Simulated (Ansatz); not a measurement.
The starting structures come from a database of crystals and need not be the phases stable at ambient conditions.

The decay constant κ of evanescent states in the gap governs leakage through a thin film.

Input:

```
CELL_PARAMETERS angstrom
      7.03359     0.00000     0.00000
      0.00000     9.14482     0.00000
      0.00000     4.57241     2.91251
ATOMIC_POSITIONS crystal
  Na 0.75000 0.68182 0.00000
  Na 0.25000 0.31818 0.00000
  V  0.25000 0.64950 0.00000
  V  0.75000 0.35050 0.00000
  Cd 0.50000 0.00000 0.00000
  Cd 0.00000 0.00000 0.00000
  O  0.75000 0.22147 0.48462
  O  0.25000 0.77853 0.51538
  O  0.25000 0.29391 0.48462
  O  0.75000 0.70609 0.51538
  O  0.44518 0.75743 0.00000
  O  0.55482 0.24257 0.00000
  O  0.94518 0.24257 0.00000
  O  0.05482 0.75743 0.00000
```

Space group of this cell: Cmcm. The cell is taken as given; by r2SCAN its mean pressure is -1.0 GPa.

Transport runs along the normal of the first two printed cell vectors.

No gap correction and no spin-orbit coupling; mid-gap values are interpolated between computed energies.

**Question.** Give the band gap and the smallest decay constant κ at mid-gap that Ansatz (an electronic-structure program) with r2SCAN yields.

**Answer.** Gap 3.50 eV on a 4×10×10 mesh; κ = 0.527 1/Å, at the zone centre.
